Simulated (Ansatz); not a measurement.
Structures of equal composition on the (100) surface of rock-salt TiC: W on all Ti sites of the second plane; W on all Ti sites of the top plane. The slabs share one bottom face, and each structure is named by its start. These are constructed structures in small cells; real faces may alloy, dewet or reconstruct in larger ones, and not all known structures of the face are among them. Slabs of about 10 Å, Fermi-Dirac smearing of 0.1 eV. Bottom of the slabs: a bare face, its two planes held. Relaxed from the named starts with such symmetry as they have, on meshes of like density; energies extrapolated to zero smearing; spin only where a row says so; no spin-orbit coupling, no U. Brackets mark spin-polarised runs, whose order is one that fits the cell.

All values below come from r2SCAN, at the PBE geometry (plane waves to 500 eV, PAW; Ansatz, a program for electronic structure).

Problem. Rank these by energy per 1x1 cell (lowest first), as r2SCAN, at the PBE geometry gives it.

Solution. W on all Ti sites of the top plane (0.000 eV), W on all Ti sites of the second plane (0.251 eV)
